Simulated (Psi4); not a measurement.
Psi4 1.11, PBE/def2-svp: Nb(NH)(NH2)2(OSiH3) ([NH]=[Nb]([NH2])([NH2])[O][SiH3]), 14 atoms. The geometry is a generated start, not checked to be a minimum at this level.

| Property | Value |
|---|---|
| task | energy |
| method | pbe |
| basis | def2-svp |
| memory | 3 GB |
| maxiter | 100 |
| keys of the molecule block | symmetry c1 |
| scf_type | df (default) |
| guess | auto, which took SAD (default) |
| scf_initial_accelerator | adiis (default) |
| e_convergence | 1e-06 (default) |
| d_convergence | 1e-06 (default) |
| dft_radial_points | 75 (default) |
| dft_spherical_points | 302 (default) |
| effective core potentials | those of the basis set, past Kr |
| basis functions | 145 |
| grid points | 302185 |

```xyz
14

Nb    -0.4071    -0.1986     0.5478
N     -1.2583    -1.7527     0.5432
H     -1.7089    -2.6644     0.4602
N      0.5391    -0.2060     2.2794
H      0.5365    -0.8937     3.0313
H      1.1237     0.5806     2.5732
N     -1.8857     1.1107     0.6248
H     -2.8933     0.9619     0.6320
H     -1.7191     2.1145     0.7167
O      0.7507     0.0998    -0.9431
Si     1.5580     0.1822    -2.3301
H      1.1690    -0.9518    -3.1801
H      2.9928     0.1488    -2.0001
H      1.2026     1.4688    -2.9552
```

Charge 0 and multiplicity 1 are set for this test and not shown to be the ground state.

One run each on 2 threads. Values of diis_max_vecs tried: 3, 6, 10 (default), 20.

Q: How does the count of SCF iterations change with diis_max_vecs, and where is it least?

A: Fewest SCF iterations, within one of each other: 6 with 13, 10 (default) with 12, 20 with 12. The run ends without SCF convergence in 100 iterations at 3.

```json
[
 {"diis_max_vecs": "3", "SCF iterations": "100", "end": "no convergence"},
 {"diis_max_vecs": "6", "SCF iterations": "13", "end": "same solution"},
 {"diis_max_vecs": "10 (default)", "SCF iterations": "12", "end": "same solution"},
 {"diis_max_vecs": "20", "SCF iterations": "12", "end": "same solution"}
]
```
